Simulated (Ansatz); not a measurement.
Take V₃O₅ (space group C2/c, No. 15; a = 9.9614 Å, b = 4.9069 Å, c = 7.0197 Å, α = 90.00°, β = 112.26°, γ = 90.00°; ferromagnetic) as the base.

The values are results of Ansatz (a program for electronic structure) PBEsol, without spin-orbit coupling, not measurements.

Base values:

```
Item                      Value
-------------------  ----------
Largest site moment     1.32 μB
Density              4.87 g/cm³
```

Now apply this change: cell and atoms relaxed at a pressure of 5 GPa.

### Question
Estimate the effect on the largest site moment.

### Answer
The largest site moment drops by 0.09 μB (1.32 μB → 1.23 μB).

### Question
What does the calculation give for the density after the change?

### Answer
The density increases by 0.13 g/cm³ (4.87 g/cm³ → 5.00 g/cm³).

Other magnetic orders, which the real material may have, were not ruled out. Load acts through the strain it causes; cell and atoms are relaxed under it. Whether these cells are dynamically stable was not tested. Competing high-pressure phases were not computed. No Hubbard U is applied, and correlation can decide whether such a compound is a metal. The base started in P-1 and relaxed to C2/c at this level.
